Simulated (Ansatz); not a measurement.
System: 1T (CdI2-type) PtTe2. Method: HSE06 in Ansatz (PAW).

Run with plane-wave cutoff 500 eV, 12×12×6 k mesh (along the axes of the cell as run), Fermi–Dirac smearing 0.05 eV, scalar-relativistic PAW data made under PBE.

Computed at the level's own relaxed cell.

Estimate the volume per atom, lattice parameter a and c axis length that the calculation returns.


* **volume per atom**: 25.38 Å³/atom
* **lattice parameter a**: 4.036 Å
* **c axis length**: 5.398 Å

Measured, for comparison: lattice constant a 4.026 Å, lattice parameter c 5.221 Å (temperature not stated, no zero-point or thermal correction; as tabulated in Pelayo et al. (2023), arXiv:2312.15371). Computed (rounded) less measured: lattice constant a +0.2 %, lattice parameter c +3.4 %.

Note: exact exchange on metals is sensitive to the k mesh and can open a false gap; the run warned that the count of filled bands differs between k points; the cell comes from a level without a dispersion term, which matters for the spacing of layers, chains or molecules.

Spin–orbit coupling is not included.

The result took roughly 90 core-minutes.

Ansatz is a program for electronic structure.
